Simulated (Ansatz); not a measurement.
ZnSnN₂ (Pna2₁, No. 33, 16 atoms in the cell; start mp-1029469)

Computed with PBEsol+SOC (Ansatz, a program for electronic structure, plane waves, PAW).

Settings: plane-wave cutoff 520 eV, 6×4×6 k mesh (along the axes of the cell as run), Fermi–Dirac smearing 0.01 eV, PAW data made under PBE.

Cell (relaxed with PBEsol):

```xyz
16
Lattice="5.8333 0.0000 0.0000 0.0000 6.7124 0.0000 0.0000 0.0000 5.4660" Properties=species:S:1:pos:R:3 pbc="T T T"
Zn     3.4007     5.8729     5.4609
Zn     2.4325     0.8395     2.7278
Zn     5.3492     2.5167     2.7278
Zn     0.4841     4.1956     5.4609
Sn     3.4324     2.5180     5.4624
Sn     2.4009     4.1943     2.7294
Sn     5.3175     5.8742     2.7294
Sn     0.5158     0.8382     5.4624
N      3.4032     2.5044     2.0740
N      2.4301     4.2079     4.8070
N      5.3467     5.8606     4.8070
N      0.4866     0.8517     2.0740
N      3.3765     5.8866     2.0343
N      2.4567     0.8257     4.7673
N      5.3734     2.5305     4.7673
N      0.4599     4.1819     2.0343
```

For ZnSnN₂ (Pna2₁, No. 33, 16 atoms in the cell; start mp-1029469), the band gap comes out as 0.15 eV (on the SCF k mesh).

Static lattice: no zero-point or thermal effects.

It cost about 7 core-minutes (a rough figure) of CPU time.

A start named mp-… is a Materials Project structure, which need not be a measured phase.
